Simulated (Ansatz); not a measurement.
A periodic model of amorphous Si$_{24}$O$_{53}$Nb$_{2}$:

```xyz
79
Lattice="10.0571 -0.3040 -0.0339 -0.3040 10.7777 -0.0805 -0.0339 -0.0805 10.9205" Properties=species:S:1:pos:R:3 pbc="T T T"
Si     4.5371     3.6810     2.0692
Si     8.3602     7.5103     4.3501
Si     8.6999     9.9262     6.0273
Si     4.7790     4.1047     5.7941
Si     4.2172     9.6447     6.2432
Si     9.9338     2.8592    10.0518
Si     2.9084     3.3801    10.5055
Si     1.5372    10.5128     5.0101
Si     3.3482     0.4547     0.2860
Si     8.9338     0.2212     0.4711
Si     9.5980     3.3074     4.4805
Si     2.5587     2.7237     4.4071
Si     1.7604     7.1327     1.1747
Si     3.2177     9.0524     9.0409
Si     5.5152     7.0610     4.9242
Si     0.9030    10.0888     1.9860
Si     7.8042     4.8754     9.5405
Si     1.2185     6.8848     9.0235
Si     4.8159     6.6358     2.0789
Si     6.0504     1.0214     1.6456
Si     9.8281     4.2166     7.5589
Si     5.3505     7.4013    10.1207
Si     5.0212     4.6436     8.8290
Si     9.6186     5.9681     3.1263
O      0.7674     6.2249     2.1001
O      7.4258     0.6482     0.8724
O      8.3741     9.1031     4.6391
O      3.5613     4.0204     9.1724
O      3.5477     2.9316     3.1242
O      2.4622    10.2138     9.9049
O      3.2279     3.6029     5.6195
O      0.2333    10.6305     6.0064
O      4.9603     8.2363     5.8911
O      3.6312     4.2080     0.8357
O      7.6975     6.4541     9.8842
O      4.8389     0.1781     0.9377
O      5.2677     7.5296     3.3718
O      8.3888     2.2200     4.4189
O      8.6326     9.7088    10.2089
O      4.0129     8.3195    10.2484
O      2.6977     9.5692     5.6395
O      5.1719     5.0949     2.5545
O      1.0583     9.8883     3.5842
O      3.2366     6.9608     1.8231
O      6.3318     4.1426     9.6810
O      5.3610     0.1567     5.7537
O      4.8160     5.6242     5.2186
O      4.9557     6.2524     9.0231
O      8.3539     4.7918     7.9825
O      7.9763     0.4007     6.1656
O      4.1069     9.7538     7.8721
O      5.7028     2.6221     1.6243
O      6.3175     0.6345     3.2332
O     -0.1353     7.7622     9.1308
O      5.6649     6.9817     0.7313
O     -0.0235     3.1205     8.4450
O      6.3706     8.4731     9.4213
O      9.5892     1.4106    10.6712
O      9.8343     3.9106     5.9810
O      2.5436     1.1772     4.8691
O      9.1488     4.4456     3.4043
O      9.8121     6.7298     4.6196
O      2.2803     7.9144     8.3319
O      1.6827     6.5063    10.5522
O      5.2913     4.1826     7.3122
O      5.7911     2.9543     5.1326
O      9.4729    10.4125     1.6574
O      0.9443     5.5838     8.0707
O      1.3239     3.5924    10.6600
O      3.3416     1.8325    10.5281
O      1.0226     3.1016     4.0346
O      8.3482     6.9970     2.7552
O      8.8397     4.0046    10.4787
O      2.2906     0.3970     1.5200
O      8.3855     8.9641     7.3293
O      7.1192     6.8710     5.1887
O      1.1872     8.6649     1.2424
Nb     8.2322     8.2771     9.0929
Nb     6.7309     1.2974     4.9505
```

Computed with PBE, scalar-relativistic without spin-orbit coupling (plane waves to 420 eV, PAW; Ansatz, a first-principles code).

The cell was made by melting and quenching with the CHGNet potential and then relaxed with DFT. O atoms were pushed apart under 1.9 Å during the dynamics, to hinder bonds among them. The hot cell started wider than the set density and was brought back towards it in steps. It is the lowest in DFT energy of 2 quenches. It is a model cell: composition and starting density were chosen by hand, and all elements were melted together. No dispersion term was used. Its density started from a set value of 2.40 and ended at 2.40 g/cm³. Cooling (nominally 320 K/ps over its main leg) ran many orders faster than in experiment, which tends to leave more defects and strain. One small periodic cell is one sample of the glass; other quenches scatter about these values. The volume was held where the preparation left it and the shape relaxed, at a PBE pressure of 0.9 GPa. Stress components on the final sampling reach 0.9 GPa.

Cut-offs for bonds: Si-Si 2.60 Å, Si-O 1.90 Å, Si-Nb 2.78 Å, O-O 1.58 Å, O-Nb 2.53 Å, Nb-Nb 3.12 Å. Two cations that share two anions don't count as bonded, nor two that share one unless they lie closer than Si-Si 2.38 Å, Si-Nb 2.71 Å, Nb-Nb 3.04 Å.

### Question
Give the coordination numbers, mean bond lengths and angles.

### Answer

The mean coordination of Si by anions comes out as 4.00 (24 with 4), the mean coordination of O comes out as 2.00 (53 with 2) and the mean coordination of Nb by anions comes out as 5.00 (2 with 5). The mean Si-O bond is 1.633 Å (spread 0.016 Å, 96 counted). The mean O-Nb bond is 1.928 Å (spread 0.056 Å, 10 counted), the bond angle at Si is mean 109.4°, spread 4.8° and the bond angle at O is mean 141.5°, spread 17.0°. The bond angle at Nb comes out as mean 106.6°, spread 24.3°.

### Question
List the pairs of like atoms that count as bonded by the rules above.

### Answer
There are none by these rules.
